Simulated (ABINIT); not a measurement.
Worked example: self-consistent single point of CdSe (P6_3mc, 4 atoms in the cell) in ABINIT.

Method of the run: PBE, spin-orbit coupling, PAW (JTH v2.0 PBE PAW) (plane waves; ABINIT).

```
CdSe
1.0
    4.32827     0.00000     0.00000
   -2.16414     3.74839     0.00000
    0.00000     0.00000     7.06077
Cd Se
2 2
Direct
  0.66667   0.33333   0.49995
  0.33333   0.66667   0.99995
  0.66667   0.33333   0.87591
  0.33333   0.66667   0.37591
```

Reference input (self-consistent single point, DFT, PBE, plane waves, PAW (JTH v2.0 PBE PAW)): pseudos = [Cd.GGA_PBE-JTH.xml, Se.GGA_PBE-JTH.xml]; ecut = 40 Ry; pawecutdg = 80 Ry; pawxcdev = 0; occopt = 3; tsmear = 0.01 eV; ngkpt = 5 5 3; nshiftk = 1; shiftk = 0 0 0; potentials = JTH v2.0 PBE PAW; nband = 24; kptopt = 1. This run's input differs from it in these lines:

```diff
@@ -20,6 +20,8 @@
 pawxcdev 0
+nspinor 2
+nspden 1
 occopt 3
 tsmear 0.01 eV
-nband 24
-kptopt 1
+nband 56
+kptopt 4
 ngkpt 5 5 3
```

Output (repeated stretches shortened):

```
--- !BeginCycle
solver: {iscf: 17, nstep: 80, nline: 4, wfoptalg: 10, }
tolerances: {toldfe: 1.00E-09, }
...

     iter   Etot(hartree)      deltaE(h)  residm     nres2
 ETOT  1  -114.23310330972    -1.142E+02 1.149E-01 4.631E+00
 ETOT  2  -114.35546958259    -1.224E-01 1.748E-02 8.183E-01
 ETOT  3  -114.35392117703     1.548E-03 1.537E-02 1.280E-01
 ETOT  4  -114.35462054307    -6.994E-04 1.102E-02 2.313E-02
 ETOT  5  -114.35500037945    -3.798E-04 3.285E-03 2.570E-03
   [... 15 lines left out ...]
 ETOT 21  -114.35524778333    -2.106E-09 3.022E-05 4.834E-09
 ETOT 22  -114.35524778443    -1.105E-09 3.547E-05 1.400E-08
 ETOT 23  -114.35524778503    -5.957E-10 2.097E-05 1.252E-08
 ETOT 24  -114.35524778525    -2.246E-10 2.310E-05 5.062E-09
 At SCF step   24, etot is converged :
  for the second time, diff in etot=  2.246E-10 < toldfe=  1.000E-09

 Cartesian components of stress tensor (hartree/bohr^3)
  sigma(1 1)= -6.30087599E-05  sigma(3 2)=  0.00000000E+00
  sigma(2 2)= -6.30087600E-05  sigma(3 1)=  0.00000000E+00
  sigma(3 3)= -6.11623852E-05  sigma(2 1)=  1.94892199E-14

 ----iterations are completed or convergence reached----

 reduced coordinates (array xred) for    4 atoms
       0.666666666667      0.333333333333      0.499950000000
       0.333333333333      0.666666666667      0.999950000000
       0.666666666667      0.333333333333      0.875910000000
       0.333333333333      0.666666666667      0.375910000000
 cartesian forces (eV/Angstrom) at end:
    1      0.00000000000000     0.00000000000000     0.01024618928966
   [... lines left out ...]
 Fermi (or HOMO) energy (hartree) =   0.06338   Average Vxc (hartree)=  -0.31893
 Fermi (or HOMO) energy (eV) =   1.72457   Average Vxc (eV)=  -8.67857
   [... lines left out ...]
'-kT*entropy'       : -8.38631285051339E-15
total_energy        : -1.14355222704794E+02
total_energy_eV     : -3.11176386141593E+03
...

-Cartesian components of stress tensor (GPa)         [Pressure=  1.8357E+00 GPa]
- sigma(1 1)= -1.85378141E+00  sigma(3 2)=  0.00000000E+00
- sigma(2 2)= -1.85378141E+00  sigma(3 1)=  0.00000000E+00
- sigma(3 3)= -1.79945920E+00  sigma(2 1)=  5.73392551E-10

 Calculation completed.
```

The run converged in 24 iterations. Against the reference run the pressure moves little (1.87 to 1.84 GPa), the largest force stays at 0.010 eV/Å and the gap on the mesh goes from 0.617 to 0.500 eV.

The starting cell comes from a database of computed structures (which also holds hypothetical and non-ambient phases and stackings), without a prior relaxation at this level. Its lattice was rescaled by a random factor within 2.5 % of one.

Cost on one core of a shared machine: roughly 9 min.
